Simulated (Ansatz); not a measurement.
System: cotunnite HfO₂ (model structure). Method: r²SCAN (Ansatz, an electronic-structure program, PAW).

Numerical settings: plane-wave cutoff 500 eV, 10×6×6 k mesh (along the axes of the cell as run), gaussian smearing 0.02 eV, scalar-relativistic PAW data made under PBE.

Cell (relaxed at this level):

```
CELL_PARAMETERS angstrom
      3.31668     0.00000     0.00000
      0.00000     5.54070     0.00000
      0.00000     0.00000     6.46820
ATOMIC_POSITIONS crystal
  Hf 0.25000 0.24789 0.10897
  Hf 0.75000 0.25211 0.60897
  Hf 0.75000 0.75211 0.89103
  Hf 0.25000 0.74789 0.39103
  O  0.25000 0.36021 0.42433
  O  0.75000 0.13979 0.92433
  O  0.75000 0.63979 0.57567
  O  0.25000 0.86021 0.07567
  O  0.75000 0.02246 0.34041
  O  0.25000 0.47754 0.84041
  O  0.25000 0.97754 0.65959
  O  0.75000 0.52246 0.15959
```

Q: Estimate the band gap that the calculation returns.

A: 
- band gap: 3.98 eV (on the SCF k mesh)

Note: the relaxation could raise the start's symmetry but not lower it, so the cell can be a saddle point.

Spin–orbit coupling is not included.

Computing time: roughly 10 core-minutes.

A model structure was made by putting elements into a prototype or built by hand; it is no filed structure, need not be a known phase, and can be a saddle point held by its symmetry.
